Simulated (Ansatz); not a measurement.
Amorphous Si24O49Be

A CHGNet melt-quench gave the starting glass, which DFT then relaxed. O atoms were pushed apart under 1.9 Å during the dynamics, to hinder bonds among them. The hot cell started wider than the set density and was brought back towards it in steps. It is the lowest in DFT energy of 2 quenches. It is a model cell: composition and starting density were chosen by hand, and all elements were melted together. No dispersion term was used.

Methods: PBE, scalar-relativistic without spin-orbit coupling (Ansatz, an electronic-structure program); r2SCAN, scalar-relativistic without spin-orbit coupling (Ansatz); HSE06, scalar-relativistic without spin-orbit coupling (Ansatz). Geometry, pressure, stress and energy are those of the PBE run. Its sampling: a 2×2×2 Γ-centred mesh; Fermi-Dirac width 0.02 eV; no spin polarisation. Other functionals are single points at the zone centre (r2SCAN at 500 eV; exact exchange cut at the cell's faces), free to take moments where seeds were set. At PBE the levels at the filled edge of the gap are localised (band-tail or defect states), and the nearest spread-out levels lie 5.4 eV apart at the zone centre.

The number of atoms in the cell is 74, the density (held, not predicted) is 2.20 g/cm³ and the volume per atom is 14.94 Å³. The pressure on a 2×2×2 Γ-centred mesh is 0.56 GPa and the largest force and stress component on that mesh (the relaxation ran on the zone centre alone) comes out as 0.02 eV/Å and 0.6 GPa. The level gap on a 2×2×2 Γ-centred mesh (PBE) comes out as 5.06 eV and the level gap at the zone centre (PBE) comes out as 5.06 eV. The level gap at the zone centre (r2SCAN) is 5.72 eV and the level gap at the zone centre (HSE06) is 6.84 eV.

Neighbours within Si-Si 2.60 Å, Si-O 1.90 Å, Si-Be 2.28 Å, O-O 1.58 Å, O-Be 1.94 Å, Be-Be 2.11 Å count as bonded. Two cations that share two anions don't count as bonded, nor two that share one unless they lie closer than Si-Si 2.38 Å, Si-Be 2.21 Å, Be-Be 2.05 Å.

| Item | Value |
|---|---|
| Mean coordination of Si by anions | 4.00 (24 with 4) |
| Mean coordination of O | 2.02 (48 with 2, 1 with 3) |
| Mean coordination of Be by anions | 3.00 (1 with 3) |
| Mean Si-O bond | 1.636 Å (spread 0.020 Å, 96 counted) |
| Mean O-Be bond | 1.608 Å (spread 0.147 Å, 3 counted) |

Its density started from a set value of 2.20 g/cm³. The simulated quench (nominally 320 K/ps over its main leg) is rapid and tends to freeze in more defects than a deposited or slowly cooled glass has. Values belong to this one cell and scatter from quench to quench. The volume was held where the preparation left it and the shape relaxed, at a PBE pressure of 0.6 GPa. Stress components on the final sampling reach 0.6 GPa.
